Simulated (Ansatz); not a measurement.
**Input and output of a self-consistent single point for Cd3Ag (I4/mmm, 4 atoms in the cell) (Ansatz, a program for electronic structure)**

Level of theory: PBE (plane waves, PAW; Ansatz).

Input as run:

Ansatz 0.2 input:
```yaml
crystal:
  lattice:
    - [-2.082653, 2.082653, 4.638992]
    - [2.082653, -2.082653, 4.638992]
    - [2.082653, 2.082653, -4.638992]
  atoms:
    - { symbol: Cd, position_ang: [0.000000, 0.000000, 4.638992] }
    - { symbol: Cd, position_ang: [0.000000, 2.082653, 2.319496] }
    - { symbol: Cd, position_ang: [2.082653, 0.000000, 2.319496] }
    - { symbol: Ag, position_ang: [0.000000, 0.000000, 0.000000] }
basis:
  ecutwfc: 30.9 Ry
kpoints:
  mp_grid: { grid: [9, 9, 9] }
hamiltonian:
  xc: pbe
  pseudopotentials: { kind: paw }
scf:
  occupations: { method: gaussian, width: 0.01 Ry }
output:
  forces: true
  eigenvalues: true
  stress: true
```

Output (repeated stretches shortened):

```
WARN ansatz: RAYON_NUM_THREADS=1 ignored (pool sized by the plan → 1); use --threads N
Pseudopotentials: kind: paw
Pseudopotential: Cd, paw, valence charge 20
Pseudopotential: Ag, paw, valence charge 19
Crystal: 4 atoms, lattice volume = 80.485 Å³
Basis set: ecut = 420.4159175005146 eV, 1555 PW (Γ), exchange–correlation on 80×80×80 points (8 copies of the dense FFT grid, shifted against one another)
Bands: 48, of which v1, the nominal top of the filled ones, is band 40 counted from 1 (39 counted from 0)
Symmetry: 16 space group operations
Space group: I4/mmm (ITA 139), of the structure as read, at distance tolerance 4.3e-5 Å
k-points: 75 of 729
Initial density: superposition of atomic densities (neutral atoms: chi_scale 0, normalization atom), corrected by the library's trained network
Initial wavefunctions: pseudopotential atomic-orbital guess
Eigensolver: davidson
Functional: x = pbe(κ = 0.804, μ = 0.2195149727645171), c = pbe(β = 0.06672455060314922)
SCF iter   1: F=—  HF=-32353.912367 eV  |F-HF|=—  |Δ(HF+E_count)|=         —  Δρ=1.06e-3  dr2=1.55e-3  ethr=1.77e-3  ⟨swp⟩=7.0  Hψ=12466  notcnv=0  defer=4
all-band conjugate gradients solve this SCF's bands
preconditioner: auto → Kerker (q_TF=auto, 2.720 Å⁻¹)
SCF iter   2: F=—  HF=-32353.913295 eV  |F-HF|=—  |Δ(HF+E_count)|=   9.29e-4  Δρ=6.43e-4  dr2=7.09e-4  ethr=1.96e-6  ⟨swp⟩=2.2  Hψ=5840  notcnv=0  defer=4
SCF iter   3: F=—  HF=-32353.913165 eV  |F-HF|=—  |Δ(HF+E_count)|=   1.30e-4  Δρ=1.89e-4  dr2=8.49e-5  ethr=8.97e-7  ⟨swp⟩=2.0  Hψ=3691  notcnv=0  defer=4
SCF iter   4: F=—  HF=-32353.913152 eV  |F-HF|=—  |Δ(HF+E_count)|=   1.29e-5  Δρ=7.03e-5  dr2=5.17e-6  ethr=1.07e-7  ⟨swp⟩=2.1  Hψ=4029  notcnv=0  defer=4
SCF iter   5: F=—  HF=-32353.913151 eV  |F-HF|=—  |Δ(HF+E_count)|=   6.34e-7  Δρ=3.31e-5  dr2=1.25e-6  ethr=6.54e-9  ⟨swp⟩=2.0  Hψ=5390  notcnv=0  defer=4
SCF iter   6: F=—  HF=-32353.913151 eV  |F-HF|=—  |Δ(HF+E_count)|=   2.20e-7  Δρ=1.19e-5  dr2=1.16e-7  ethr=1.59e-9  ⟨swp⟩=2.0  Hψ=5379  notcnv=0  defer=4
SCF iter   7: F=-32353.913151 eV  HF=-32353.913151 eV  |F-HF|=5.76e-9  |Δ(HF+E_count)|=   9.06e-9  Δρ=4.06e-6  dr2=1.27e-8  ethr=1.27e-10  ⟨swp⟩=7.9  Hψ=13072  notcnv=0
SCF 1 converged in 7 iterations: F = -32353.913151 eV  dr2 = 1.27e-8
SCF converged after 7 iterations
Free energy (F): -32353.913151 eV
Harris-Foulkes:  -32353.913151 eV  (|F-HF|=5.76e-9)
Internal energy: -32353.900227 eV  (E = F + TS)
E sigma→0 (E₀):  -32353.906689 eV
Entropy (-TS):   -0.012924 eV (-3.231 meV/atom)
Fermi energy:    15.683743 eV
--- Per-component energies (eV) ---
  E_band       = -1403.486053
  E_kinetic    = 2041.742787
  E_local      = -10864.546489  (includes V_loc(G=0)·N_el)
  E_nonlocal   = 176.095896
  E_hartree    = 5085.411025
  E_xc         = -716.925475
  E_vxc        = -902.374625  (∫ρ·V_xc dr)
  E_paw        = -16147.592131  (= ΣΔE_a)
  E_vpaw       = -2025.223329  (= ΣTr[D̂ρ^β])
  E_aug_tail   = 0.000349  (compensation charges beyond the density's cutoff)
  E_ewald      = -11928.086189
  E_smearing   = -0.012924  (= −TS)
  E_closure    = -0.000000  (closes the sum)
  Σ components = -32353.913151   (vs F -32353.913151, Δ=0.00e0)
--- Forces (eV/Å), atoms counted from 1 ---
  atom   1  Cd    -0.00000000     0.00000000    -0.00000000
   [... zero for the other atoms too ...]
  max |Σ_I F_I| component: 1.73e-18 eV/Å
--- Stress (GPa, compression-positive) ---
        3.713262       0.000000       0.000000
        0.000000       3.713262       0.000000
        0.000000      -0.000000      -0.529713
  P = ⅓ Tr σ = 2.2989 GPa (22.989 kbar)
  The stress holds the Pulay correction. Without it, at fixed plane waves, as pw.x and ABINIT print it: P = 2.2322 GPa
--- Band table (eV; the first three rows and the last of 75) ---
  k-point 0: bands = ["-87.4668", "-87.4619", "-87.4311", "-76.8480", "-48.5409", "-48.5409", "-48.5113", "-48.5039", "-48.5039", "-48.4951", "-48.4801", "-48.4777", "-48.4777", "-40.3310", "-40.3310", "-40.3085", "5.6852", "5.8775", "5.9227", [...]
  k-point 1: bands = ["-87.4665", "-87.4622", "-87.4312", "-76.8480", "-48.5416", "-48.5361", "-48.5101", "-48.5085", "-48.5035", "-48.4961", "-48.4807", "-48.4779", "-48.4771", "-40.3311", "-40.3310", "-40.3085", "5.7518", "5.9638", "5.9994", [...]
  k-point 2: bands = ["-87.4658", "-87.4629", "-87.4312", "-76.8480", "-48.5432", "-48.5240", "-48.5205", "-48.5069", "-48.5026", "-48.4984", "-48.4823", "-48.4782", "-48.4759", "-40.3313", "-40.3311", "-40.3085", "5.8574", "6.1330", "6.1891", [...]
  k-point 74: bands = ["-87.4666", "-87.4620", "-87.4312", "-76.8480", "-48.5405", "-48.5404", "-48.5047", "-48.5042", "-48.5017", "-48.4953", "-48.4893", "-48.4778", "-48.4776", "-40.3310", "-40.3310", "-40.3086", "5.7422", "5.7893", "5.9172", [...]
```

The run converged in 7 iterations.

The starting cell was generated: these elements placed on a structure prototype, without a prior relaxation; it need not be a known phase or ordering of this composition. Ansatz's pressure includes its estimate of the finite-basis (Pulay) stress.
